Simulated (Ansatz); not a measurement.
The parent structure is PbF2 in the fluorite structure (space group Fm-3m, No. 225; a = 6.001 Å).

Calculations: DFT with PBE, PAW potentials and a 420 eV plane-wave cutoff in Ansatz (a program for electronic structure), no spin-orbit coupling.

Before the change:

| Property | Result |
|---|---|
| Valley order | X along ⟨100⟩ 4.42 eV; L along ⟨111⟩ 5.03 eV; a point along ⟨110⟩, about 0.6 Å⁻¹ from Γ 5.40 eV |
| Volume per atom | 18.01 Å³ |

Modification: a hydrostatic pressure of 30 GPa.

Task: What happens to the valley order and volume per atom?

Result: The valley order (the lowest conduction-band minima on the path, energy above the VBM, named in the base's zone) becomes a point along ⟨100⟩, about 0.8 Å⁻¹ from Γ 4.25 eV; L along ⟨111⟩ 4.77 eV; a point along ⟨110⟩, about 0.6 Å⁻¹ from Γ 5.19 eV (base: X along ⟨100⟩ 4.42 eV; L along ⟨111⟩ 5.03 eV; a point along ⟨110⟩, about 0.6 Å⁻¹ from Γ 5.40 eV); the volume per atom shrinks by 3.97 Å³ to 14.04 Å³.

Spin-orbit coupling, missing from the scalar runs, can matter with Pb. The levels and masses belong to the bands next to the band gap. Load acts through the strain it causes; cell and atoms are relaxed under it. No phonon test of stability was made. Competing high-pressure phases were not computed.
